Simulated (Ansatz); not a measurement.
Consider BaZrO₃ in the cubic perovskite structure (space group Pm-3m, No. 221).

```cif
data_BaO3Zr
_chemical_formula_sum 'Ba1 Zr1 O3'
_space_group_name_H-M_alt 'Pm-3m'
_space_group_IT_number 221
_space_group_name_Hall '-P 4 2 3'
_cell_length_a 4.22714
_cell_length_b 4.22714
_cell_length_c 4.22714
_cell_angle_alpha 90.000
_cell_angle_beta 90.000
_cell_angle_gamma 90.000
loop_
_atom_site_label
_atom_site_type_symbol
_atom_site_symmetry_multiplicity
_atom_site_Wyckoff_symbol
_atom_site_fract_x
_atom_site_fract_y
_atom_site_fract_z
_atom_site_occupancy
Ba1 Ba 1 a 0.00000 0.00000 0.00000 1
Zr1 Zr 1 b 0.50000 0.50000 0.50000 1
O1 O 3 c 0.00000 0.50000 0.50000 1
```

Levels (all Ansatz, a first-principles code, PAW): PBE (420 eV, no spin-orbit coupling); r2SCAN (500 eV, no spin-orbit coupling); HSE06 (420 eV, spin-orbit coupling left out).

Levels that relaxed their own cell: PBE and r2SCAN.

```csv
level,band gap,lattice parameter a
PBE,3.18 eV,4.227 Å
r2SCAN,3.73 eV,4.205 Å
HSE06,4.69 eV,–
```

Measured: band gap 5.3 eV (temperature not stated; as listed in Anders Lindman, Paul Erhart, Göran Wahnström, Physical Review B (2015)); lattice parameter a 4.191 Å (temperature not stated; as listed in Evaestov, Robert A, arXiv (2010)).

Computed minus measured — band gap: PBE -2.12 eV, r2SCAN -1.57 eV, HSE06 -0.61 eV (closest: HSE06); lattice parameter a: PBE +0.9 %, r2SCAN +0.3 % (closest: r2SCAN). Measured values not marked as corrected hold thermal and zero-point effects that the static-lattice runs lack. A measured gap can be an optical one, lowered by exciton binding. Levels without spin-orbit coupling miss its effect on the gap.

Single points use the geometry relaxed with r2SCAN. The hybrid gap comes from the SCF mesh plus the semilocal run's edge points and a few special points and is an upper bound. Whether these cells are dynamically stable was not tested. Many cubic perovskites are stable only at high temperature; tilts and polar distortions were not tested.
